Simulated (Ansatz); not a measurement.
# Zr: stress against strain

Zr (hcp, P6_3/mmc, 23.402 Å³/atom at rest, c along z) under a strain ε along c (axis z), the other axes held. PBE in Ansatz, a plane-wave DFT program (PAW, default set), 420 eV, 21×21×11 Γ-centred mesh, Fermi-Dirac smearing 0.10 eV; ions are relaxed within the symmetry of each cell. Stress is positive for a compressed cell.

Here s stands for strain and y for stress zz.

| strain (%) | stress zz (GPa) |
|---|---|
| -1.50 | 2.55 |
| -1.00 | 1.68 |
| -0.50 | 0.83 |
| 0.00 | 0.00 |
| 0.50 | -0.80 |
| 1.00 | -1.58 |
| 1.50 | -2.33 |
| 3.00 | ? |

Problem. Fit y against s with a straight line, and predict the withheld value at s = 3.00.

Solution. Means: s 0, y 0.050. About the means, the sum of products is -11.395 and the sum of squares of s is 7.0000; the slope is their ratio. Least squares gives y = 0.050 - 1.6279·s. Residuals (row less fit): 0.058, 0.002, -0.034, -0.050, -0.036, -0.002, 0.062; standard error 0.049 (degrees of freedom: 5). The slope gives the elastic constant C33 = 163 ± 1.9 GPa. At the withheld row, y = 0.050 - 1.6279 × 3.0 = -4.834 GPa. The calculation gives -4.43 GPa, 0.404 GPa above the prediction (5.8 % of the range of y in the table). The row lies outside the fitted rows, so this is an extrapolation. From the scatter of the fitted rows alone, a prediction at this place has a standard error of 0.077 GPa, so the miss is 5.2 times that.

One order more, fitted to all 13 runs of the series, follows each within 0.01, so the miss is the next term of a smooth law. In a metal these values are sensitive to mesh and smearing; energies are taken to zero smearing, stresses follow the free energy. Rows are the converged runs of the series near zero and its far end; series whose fitted rows scatter by over a few per cent of the range, as at a crossing or softening among them, aren't shown in this form. Most that stay on the fit to the last digits aren't either.
